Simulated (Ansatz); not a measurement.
## Sr₃SbN in the anti-perovskite structure (space group Pm-3m, No. 221; a cell from a computed database, its experimental status unchecked)

```yaml
crystal:
  lattice:
    - [5.18633, 0.00000, 0.00000]
    - [0.00000, 5.18633, 0.00000]
    - [0.00000, 0.00000, 5.18633]
  atoms:
    - { symbol: Sr, position: [0.00000, 0.50000, 0.50000] }
    - { symbol: Sr, position: [0.50000, 0.00000, 0.50000] }
    - { symbol: Sr, position: [0.50000, 0.50000, 0.00000] }
    - { symbol: Sb, position: [0.00000, 0.00000, 0.00000] }
    - { symbol: N, position: [0.50000, 0.50000, 0.50000] }
```

All numbers come from r2SCAN/PAW in Ansatz (a quantum-chemistry and plane-wave program), no SOC, earlier PAW set. k-mesh 7×7×7 (Γ-centred); smearing 0.05 eV (Fermi–Dirac).

- Volume per atom = 27.90 Å³
- Density = 4.74 g/cm³
- Band gap = 0.57 eV, direct at Γ
- Electron mass (degenerate bands, along [100]) = 0.14, 0.68 mₑ
- Hole mass (degenerate bands, along [100]) = 0.15, 0.50, 0.50 mₑ
- Lowest conduction-band minima above the VBM = Γ 0.57 eV
- Total energy = -3511.016 eV/atom (σ→0; compares only within this code and set-up)

Spin-orbit coupling, missing from the scalar runs, can matter with Sb. Effective masses come from finite differences of ±0.01 Å⁻¹. No phonon test of stability was made.
